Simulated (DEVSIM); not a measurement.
**abrupt InP p-n junction**

Device: abrupt InP p-n junction, at 300 K.

```
layer (left to right)  material  thickness (μm)  Nd (cm⁻³)  Na (cm⁻³)  τn (s)  τp (s)
---------------------  --------  --------------  ---------  ---------  ------  ------
1                           InP            1.30          -     8.8e17  1.2e-9  1.2e-9
2                           InP             130     5.9e16          -  1.2e-9  1.2e-9
```

Left contact: ohmic. Right contact: ohmic. Voltage is applied to the left contact. Recombination: SRH at mid-gap. Mobility is constant in doping.

Constants are typed, rounded textbook-type inputs, not results; the design itself was drawn at random and stands for no fabricated device. Values at 300 K.

```
parameter         InP
-------------  ------
gap (eV)        1.344
affinity (eV)    4.38
permittivity     12.5
Nc (cm⁻³)      5.7e17
Nv (cm⁻³)      1.1e19
μn (cm²/Vs)      5200
μp (cm²/Vs)       170
```

Model (solved in DEVSIM): 1D drift-diffusion, Boltzmann statistics, complete ionisation; no tunnelling, impact ionisation, image-force lowering or self-heating.

```json
{
  "potential_step_across_the_device_at_zero_bias": "1.220 V",
  "largest_field_in_the_device_at_zero_bias": "140000 V/cm",
  "Dark forward voltage at 1 A/cm²": "0.959 V",
  "Dark forward voltage at 100 A/cm²": "1.113 V"
}
```

Dark forward current:

```
V (V)  J (A/cm²)
-----  ---------
0.05      1.4e-9
0.15      1.4e-8
0.20      3.8e-8
0.30      2.8e-7
0.40      2.1e-6
0.50      1.6e-5
0.55      4.3e-5
0.65     0.00033
0.75      0.0029
0.85       0.033
0.90        0.14
1.00         4.2
1.10          80
1.20         320
1.25         460
1.35         790
1.45        1100
1.55        1500
1.60        1700
1.70        2000
```

Dark reverse current:

```csv
V (V),J (A/cm²)
-0.40,-3.4e-9
-1.00,-6.9e-9
-2.00,-1.1e-8
-3.00,-1.5e-8
-4.00,-1.9e-8
-6.00,-2.4e-8
```
